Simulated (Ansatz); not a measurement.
```xyz
10
Lattice="3.4048 0.0000 0.0000 -1.7024 2.9487 0.0000 0.0000 0.0000 31.6480" Properties=species:S:1:pos:R:3 pbc="T T T"
O      0.0000     1.9658     9.3393
In     1.7024     0.9829    10.0832
O      1.7024     0.9829    12.1081
In     0.0000     0.0000    13.4229
O      0.0000     1.9658    14.2314
O      0.0000     1.9658    17.3751
In     1.7024     0.9829    18.0833
O      1.7024     0.9829    20.1103
In     0.0000     0.0000    21.4254
O      0.0000     1.9658    22.2196
```

Methods: PBE+D3(BJ) (plane waves to 420 eV, PAW; Ansatz, a program for electronic structure); r2SCAN (plane waves to 500 eV, PAW; Ansatz); PBE+D3(BJ) with spin-orbit coupling (plane waves to 420 eV, PAW; Ansatz); HSE06 (plane waves to 420 eV, PAW; Ansatz). Geometries and values that name no level are of the first. Values not marked SOC have no spin–orbit coupling; PBE gaps are too small against experiment. Its k-point mesh 9×9×1, Fermi–Dirac width 0.01 eV. HSE06 ran on meshes of its own (9×9×1); its edges and gaps are taken over the mesh and over extra points off it, mostly where PBE has its edges. A dipole correction is on.

### Question
Name the layers and their stacking, and give its binding and gap.

### Answer
2 layers of In2O3-ML, started at parallel, no shift (facing O atop O, which symmetry holds and which is mostly a maximum against sliding; In2O3-ML a predicted or substrate-bound sheet, here free).
```
Property                                                                                Result
-------------------------------------------------------------------------  -------------------
step of the vacuum level across the stack (top less bottom)                           +2.90 eV
interaction energy of the frozen layers                                           -19.0 meV/Å²
interaction energy without the D3 term at this geometry                            -2.0 meV/Å²
interaction energy at r2SCAN, without a dispersion term, at this geometry          -5.7 meV/Å²
r2SCAN gap over the mesh and listed points off it                                     -0.12 eV
PBE gap over the mesh and listed points off it                                          closed
HSE06 gap at the same geometry                                                        -0.03 eV
PBE+SOC gap at the same geometry                                           closed or nearly so
```
